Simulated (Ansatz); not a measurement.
Take CeO₂ in the CdI2 type structure (space group P-3m1, No. 164; a hypothetical phase, not in the database extracts checked) as the base.

```
CELL_PARAMETERS angstrom
      3.60166     0.00000     0.00000
     -1.80083     3.11913     0.00000
      0.00000     0.00000     4.52302
ATOMIC_POSITIONS crystal
  Ce 0.00000 0.00000 0.00000
  O  0.33333 0.66667 0.20033
  O  0.66667 0.33333 0.79967
```

Cartesian axes are those of the cell as printed.

The values are results of Kohn–Sham DFT with the PBE-D3(BJ) functional, run in Ansatz (a program for electronic structure) with PAW and 420 eV plane waves, no spin-orbit coupling, earlier PAW set, not measurements.

It is then changed as follows: an isotropic linear strain of −0.63 %, atoms relaxed at fixed cell.

Task: Predict the stress tensor and what it implies for the stiffness.

Result: Stress of the strained cell less that of the base (GPa, compression positive):
```
   2.47    0.00    0.00
   0.00    2.47    0.00
   0.00    0.00    0.23
```

Then B = −ΔP/(ΔV/V₀) with ΔV/V₀ = -0.0188 gives secant stiffness values (nonlinear terms included at this strain): B (at held cell shape, above the free-shape value) ≈ 92 GPa.

Whether these cells are dynamically stable was not tested. Seeded moments were not kept for the base. The final runs are not spin-polarised.
